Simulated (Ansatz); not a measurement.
## V2O3: pressure 5 GPa

Take V₂O₃ in the corundum structure (space group R-3c, No. 167; a = 4.7746 Å, c = 14.2284 Å (hexagonal axes); ferromagnetic) as the base.

The change: cell and atoms relaxed at a pressure of 5 GPa.

Method: PBEsol (Ansatz, a quantum-chemistry and plane-wave program, PAW, no spin-orbit coupling). k-mesh 12×12×12 (Γ-centred); smearing 0.05 eV (Fermi–Dirac).

The density increases by 0.10 g/cm³ to 5.42 g/cm³ and the lattice parameter a falls by 0.037 Å to 4.738 Å. The c/a ratio goes up by 0.012, from 2.980 to 2.992 and the shortest interatomic distance falls by 0.013 Å to 1.934 Å. The enthalpy H = E + PV relative to the base's energy is +0.29 eV/atom and the band gap is still zero. The magnetic state remains ferromagnetic and the largest site moment hardly moves (0.80 μB against 0.78 μB).

Other magnetic orders, which the real material may have, were not ruled out. Load acts through the strain it causes; cell and atoms are relaxed under it. Whether these cells are dynamically stable was not tested. Competing high-pressure phases were not computed. No Hubbard U is applied, and correlation can decide whether such a compound is a metal. The base started in C2/c and relaxed to R-3c at this level.
